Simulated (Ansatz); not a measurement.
Take C in the diamond structure (space group Fd-3m, No. 227; a = 3.5603 Å) as the base.

All numbers come from r2SCAN (Ansatz, a program for electronic structure, PAW, spin-orbit coupling left out).

For the base:

The pressure is 0.00 GPa.

One thing is altered: an isotropic linear strain of −1.70 %; the atoms relax in the strained cell.

Question: Predict the new mean gap deformation potential ΔEg/Δln V and pressure.

Answer: The mean gap deformation potential ΔEg/Δln V is -2.4 eV; the pressure goes from zero to 25.46 GPa.

No phonon test of stability was made.
